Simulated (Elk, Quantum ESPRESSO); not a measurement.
An Elk input for a self-consistent single point of TiB2 (P6/mmm, 3 atoms in the cell) (DFT, PBEsol, all-electron FP-LAPW, Elk's shipped species files, default APW+lo basis):

```
tasks
  0

xctype
  22

rmtscf
  0.85

stype
  0

swidth
  0.00499791

maxscl
  100

scale
  5.7181787

avec
    1.0000000000    0.0000000111    0.0000000000
   -0.5000000096    0.8660253982    0.0000000000
    0.0000000000    0.0000000000    1.0670339876

atoms
  2
  'Ti.in'
  1
  0.0000000000  0.0000000000  0.0000000000    0.0 0.0 0.0
  'B.in'
  2
  0.3333333333  0.6666666667  0.5000000000    0.0 0.0 0.0
  0.6666666667  0.3333333333  0.5000000000    0.0 0.0 0.0

ngridk
  8 8 7
```

Task: Give the Quantum ESPRESSO input for the same structure, mesh, smearing and functional.

Result: This is the input that was run; spellings and numerical settings could be chosen otherwise.

```fortran
&control
    calculation = 'scf'
    prefix = 'TiB2'
    outdir = './out'
    pseudo_dir = './'
    tprnfor = .true.
    tstress = .true.
/
&system
    ibrav = 4
    A = 3.0259298556
    C = 3.2287700000
    nat = 3
    ntyp = 2
    ecutwfc = 60
    ecutrho = 660
    occupations = 'smearing'
    smearing = 'gaussian'
    degauss = 0.0099958
    input_dft = 'pbesol'
/
&electrons
    conv_thr = 1.0d-10
    mixing_beta = 0.7
/
ATOMIC_SPECIES
Ti    47.8670  Ti.pbe-spn-rrkjus_psl.1.0.0.UPF
B     10.8100  B.pbe-n-rrkjus_psl.1.0.0.UPF
ATOMIC_POSITIONS crystal
Ti    0.0000000000    0.0000000000    0.0000000000
B     0.3333333333    0.6666666667    0.5000000000
B     0.6666666667    0.3333333333    0.5000000000
K_POINTS automatic
8 8 7  0 0 0
```

Basis, cutoffs, solver keys and any potentials are the target program's own. This input uses DFT, PBEsol, plane waves, PSlibrary ultrasoft (PBE) pseudopotentials.

The starting cell comes from a database of computed structures (which also holds hypothetical and non-ambient phases and stackings), without a prior relaxation at this level.
